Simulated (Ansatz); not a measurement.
Abridged Ansatz (a quantum-chemistry and plane-wave program) output:

```
Pseudopotential: Hf, paw, valence charge 26
Pseudopotential: O, paw, valence charge 6
Crystal: 6 atoms, lattice volume = 68.835 Å³
Basis set: ecut = 500 eV, 1791 PW (Γ), exchange–correlation on 108×108×160 points (64 copies of the dense FFT grid, shifted against one another)
Bands: 44, of which v1, the nominal top of the filled ones, is band 38 counted from 1 (37 counted from 0)
Symmetry: 8 space group operations
k-points: 100 of 486
Functional: x = r2scan, c = r2scan; τ floored in thin density (d = 2e-4 eV/Å³)
SCF iter   1: F=—  HF=-33754.435757 eV  |F-HF|=—  |Δ(HF+E_count)|=         —  Δρ=8.84e-2  dr2=3.88e0  dr2_τ=3.10e-1  ethr=3.10e-3  ⟨swp⟩=5.5  Hψ=13863  notcnv=0
SCF iter   2: F=—  HF=-33754.053969 eV  |F-HF|=—  |Δ(HF+E_count)|=   3.82e-1  Δρ=4.46e-2  dr2=1.08e0  dr2_τ=8.21e-2  ethr=3.10e-3  ⟨swp⟩=2.0  Hψ=9404  notcnv=0  defer=199
SCF 1 converged in 12 iterations: F = -33753.981289 eV  dr2 = 6.29e-11
SCF converged after 12 iterations
Free energy (F): -33753.981289 eV
Internal energy: -33753.981289 eV  (E = F + TS)
E sigma→0 (E₀):  -33753.981289 eV
Fermi energy:    15.329036 eV
--- Forces (eV/Å), atoms counted from 1 ---
  atom   1  Hf     0.00000000    -0.00000000    -0.00276938
  atom   2  Hf    -0.00000000     0.00000000     0.00276938
  atom   3  O      0.00000000    -0.00000000    -0.07767545
  atom   4  O     -0.00000000     0.00000000    -0.08661762
  atom   5  O     -0.00000000     0.00000000     0.07767545
  atom   6  O      0.00000000    -0.00000000     0.08661762
--- Stress (GPa, compression-positive) ---
       -7.359431       0.000000       0.000000
        0.000000      -8.103758       0.000000
        0.000000       0.000000      -5.904566
  P = ⅓ Tr σ = -7.1226 GPa (-71.226 kbar)
```

**Question.** What was computed, and what are the main results?

**Answer.** HfO2, 6 atoms in the cell, with r2SCAN (Ansatz, PAW, no spin-orbit coupling), earlier PAW set. The last SCF converged to F = -33753.981289 eV, or -5625.6635 eV per atom, at a pressure of -7.12 GPa. The total energy compares only with runs of the same code, potentials and settings.

Single points use the geometry relaxed with PBE. Spin-orbit coupling, missing from the scalar runs, can matter with Hf. The cells carry an imposed strain or load. Whether these cells are dynamically stable was not tested. The cell was made from HfO$_{2}$ (space group P4_2/nmc, No. 137) by this change: uniaxial strain ε_yy = +0.61 %. This is not the structure that HfO2 has at room temperature and ambient pressure.
